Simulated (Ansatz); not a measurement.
Consider SnO (space group P4/nmm, No. 129; a = 3.837 Å, c = 4.759 Å; layered, stacked along the Cartesian z axis).

All numbers come from PBE-D3(BJ), PAW, 420 eV (Ansatz, a first-principles code; spin-orbit coupling left out).

Strains are applied to the cell and any free atomic positions relax.

One change was made to it. Results:

The energy grows by 8.1 meV/atom; the largest internal atomic displacement comes out as 0.039 Å.

Q: Which change produced these results?
A) isotropic strain −1.20 %
B) isotropic strain −1.80 %
C) isotropic strain −3.00 %
D) isotropic strain −2.40 %

A: B, isotropic strain −1.80 %. For comparison, the energy relative to the base in the other runs: isotropic strain −1.20 % gives +3.6 meV/atom; isotropic strain −3.00 % gives +23 meV/atom; isotropic strain −2.40 % gives +14 meV/atom.

Whether these cells are dynamically stable was not tested. All final runs are without spin polarisation.
